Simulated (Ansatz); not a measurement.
```cif
data_Ir4
_chemical_formula_sum 'Ir4'
_space_group_name_H-M_alt 'Fm-3m'
_space_group_IT_number 225
_space_group_name_Hall '-F 4 2 3'
_cell_length_a 3.86928
_cell_length_b 3.86928
_cell_length_c 3.86928
_cell_angle_alpha 90.000
_cell_angle_beta 90.000
_cell_angle_gamma 90.000
loop_
_atom_site_label
_atom_site_type_symbol
_atom_site_symmetry_multiplicity
_atom_site_Wyckoff_symbol
_atom_site_fract_x
_atom_site_fract_y
_atom_site_fract_z
_atom_site_occupancy
Ir1 Ir 4 a 0.00000 0.00000 0.00000 1
```
(The calculation used a cell of 1 atom; values per cell refer to that cell.)

Spin-orbit coupling is not included.

By how much do the lattice constants and the volume change from 300 K to 850 K (quasi-harmonic approximation, PBE in Ansatz, a program for electronic structure), and how far does the bulk modulus soften?

a by 0.45 %, the volume by 1.36 %; B_T goes from 332 to 303 GPa. Whether this phase is the stable one at each condition was not tested.
